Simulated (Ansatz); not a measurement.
The starting structures come from a database of crystals and need not be the phases stable at ambient conditions.

 Where the default PAW files enter, the runs use the earlier of Ansatz's two default sets.

By PBEsol, the system below comes out a metal.

Crystal: GePt2 (P-62m, not sure to be the ambient phase, 9 atoms a cell, 15.5 Å³ an atom, -3 GPa at this level); planes in its conventional cell.

The numbers are results of PBEsol (plane waves, PAW; Ansatz, a first-principles code), not measurements.

Ballistic conductance counts the channels of both spins, as a mean over 0.1 eV about the Fermi level; spin-orbit coupling is left out.

```tsv
plane	area (Å²)	G/A (10¹⁵ S/m²)
(100)	23.9	0.31
(110)	41.4	0.31
(111)	57.1	…
(001)	39.4	…
```

**Question.** Complete the blanks.

**Answer.** 
- (111), G/A (10¹⁵ S/m²): 0.38
- (001), G/A (10¹⁵ S/m²): 0.46
